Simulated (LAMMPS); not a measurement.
System: Ta (bcc), solid and liquid side by side in a cell of 2254 atoms at 0 GPa.

Computed with classical MD, pair style eam/alloy, file CuTa.eam.alloy, run in LAMMPS.

```yaml
melting_point: 3260 ± 65 K
enthalpy_of_fusion: 0.28 eV/atom
entropy_of_fusion: 0.99 kB/atom
volume_change_on_melting: 2.7 %
volume_of_the_solid_at_the_melting_point: 18.98 Å³/atom
volume_of_the_liquid_there: 19.50 Å³/atom
Clausius-Clapeyron slope: 38 K/GPa
limit_of_superheating_of_the_perfect_crystal: 4000 K
cost: about 24 core-minutes (a rough figure)
```

Potential: file CuTa.eam.alloy of the LAMMPS distribution; its header cites X. W. Zhou, R. A. Johnson,  H. N. G. Wadley, Phys. Rev. B, 69, 144113 (2004).

Caution: the error of the potential's melting point is set to 2 % at least, a picked allowance for cell size and run length.
